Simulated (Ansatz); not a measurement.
BaScO₂F (P4/mmm, No. 123, 5 atoms in the cell; start mp-1227813) was calculated with HSE06+SOC in Ansatz (PAW).

Numerical settings: plane-wave cutoff 460 eV, 6×6×6 k mesh, Fermi–Dirac smearing 0.01 eV, PAW data made under PBE.

Cell (relaxed with PBEsol):

Space group P4/mmm (No. 123); a = 4.1407 Å, b = 4.1407 Å, c = 4.1280 Å, α = 90.00°, β = 90.00°, γ = 90.00°

```
atom  site  symmetry       x       y       z
----  ----  --------  ------  ------  ------
Ba      1d     4/mmm  0.5000  0.5000  0.5000
Sc      1a     4/mmm  0.0000  0.0000  0.0000
O       2f      mmm.  0.0000  0.5000  0.0000
F       1b     4/mmm  0.0000  0.0000  0.5000
```

**Question.** Give the computed band gap and smallest direct gap on the k points sampled.

**Answer.** 
* **band gap**: 4.88 eV (on the SCF k mesh) (indirect)
* **smallest direct gap on the k points sampled**: 5.26 eV

Note: cell and atoms aren't relaxed at this level (pressure 2.2 GPa).

A start named mp-… is a Materials Project structure, which need not be a measured phase.

Ansatz is an electronic-structure program.
